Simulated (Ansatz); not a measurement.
Consider Rb in the bcc (W type) structure (space group Im-3m, No. 229; a = 5.571 Å; relaxed with 0.1 eV smearing). Axes: x, y, z lie along the cube axes.

Level of theory: PBEsol in Ansatz (plane waves to 420 eV, PAW, no SOC).

Strains are applied to the cell and any free atomic positions relax; under biaxial strain the out-of-plane vector relaxes too.

One change was made to it. Results:

```json
[
 {"quantity": "energy relative to the base (free energy F)", "base": "0 meV/atom", "after": "+0.3 meV/atom"},
 {"quantity": "volume per atom", "base": "86.46 Å³", "after": "87.23 Å³"}
]
```

Problem. Which change produced these results?
A) biaxial strain +1.00 %, plane normal [001], relaxed out of plane
B) biaxial strain −2.00 %, plane normal [001], relaxed out of plane
C) biaxial strain +2.00 %, plane normal [001], relaxed out of plane
D) biaxial strain +3.00 %, plane normal [001], relaxed out of plane

Solution. C, biaxial strain +2.00 %, plane normal [001], relaxed out of plane. For comparison, the volume per atom in the other runs: biaxial strain −2.00 %, plane normal [001], relaxed out of plane gives 86.20 Å³; biaxial strain +1.00 %, plane normal [001], relaxed out of plane gives 86.76 Å³; biaxial strain +3.00 %, plane normal [001], relaxed out of plane gives 87.78 Å³.

No phonon test of stability was made. The final runs are not spin-polarised.

Ansatz is a program for electronic structure.
